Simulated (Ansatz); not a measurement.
The reference is CdS in the zinc blende structure (space group F-43m, No. 216; a = 5.878 Å).

Method: DFT with r2SCAN, PAW potentials and a 500 eV plane-wave cutoff in Ansatz (an electronic-structure program), no spin-orbit coupling.

Strains are applied to the cell and any free atomic positions relax.

One change was made to it. Results:

The band gap decreases by 0.03 eV (1.54 eV → 1.51 eV); the width of the top valence band drops by 0.05 eV to 2.11 eV; the pressure decreases by 0.88 GPa, from 0.01 GPa to -0.87 GPa; the hole mass (degenerate bands, along [100]) changes from 0.16, 0.78, 0.78 mₑ (at Γ) to 0.16, 0.79, 0.79 mₑ (at Γ); the energy goes up by 1.1 meV/atom.

Problem. Name the change that was made.
(A) isotropic strain +1.50 %
(B) isotropic strain +1.00 %
(C) isotropic strain +2.50 %
(D) isotropic strain +0.50 %
(E) isotropic strain +2.00 %

Solution. D, isotropic strain +0.50 %. For comparison, the energy relative to the base in the other runs: isotropic strain +1.00 % gives +4.2 meV/atom; isotropic strain +2.00 % gives +16 meV/atom; isotropic strain +2.50 % gives +25 meV/atom; isotropic strain +1.50 % gives +9.2 meV/atom.

Effective masses come from finite differences of ±0.01 Å⁻¹. Whether these cells are dynamically stable was not tested.
